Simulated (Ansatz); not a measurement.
The reference is TiC in the rock salt structure (space group Fm-3m, No. 225; a = 4.329 Å; relaxed with 0.1 eV smearing). Axes: x, y, z lie along the cube axes.

Computed with r2SCAN, PAW, 500 eV (Ansatz, an electronic-structure program; no spin-orbit coupling), earlier PAW set.

Before the change:

* **Pressure**: 0.0 GPa

One thing is altered: biaxial strain −0.84 %, plane normal [001], relaxed out of plane (Cartesian); in-plane vectors clamped, the third vector and the atoms free.

### Question
What does the calculation give for the pressure after the change?

### Answer
The pressure (mean of the normal stresses, compression positive) goes from zero to 3.5 GPa.

### Question
What does the calculation give for the energy relative to the base after the change?

### Answer
The energy increases by 2.7 meV/atom.

Whether these cells are dynamically stable was not tested. The final runs are not spin-polarised.
